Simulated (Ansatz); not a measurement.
**Ta: pressure 4.5 GPa**

Start from Ta in the bcc (W type) structure (space group Im-3m, No. 229; a = 3.282 Å).

Perturbation: a hydrostatic pressure of 4.5 GPa.

Computed with PBEsol (Ansatz, a program for electronic structure), no SOC, earlier PAW set. Settings: 20×20×20 k-points, 0.05 eV Fermi–Dirac smearing.

```tsv
quantity	base	changed	shift
volume per atom	17.67 Å³	17.31 Å³	-0.36 Å³
density	17.00 g/cm³	17.36 g/cm³	+0.36 g/cm³
shortest interatomic distance	2.842 Å	2.823 Å	-0.0196 Å
enthalpy H = E + PV relative to the base's energy	–	+0.49 eV/atom	–
band gap	zero	zero	–
```

Final structure:

```
CELL_PARAMETERS angstrom
     -1.62964     1.62964     1.62964
      1.62964    -1.62964     1.62964
      1.62964     1.62964    -1.62964
ATOMIC_POSITIONS crystal
  Ta 0.00000 0.00000 0.00000
```

Load acts through the strain it causes; cell and atoms are relaxed under it. No phonon test of stability was made. All final runs are without spin polarisation.
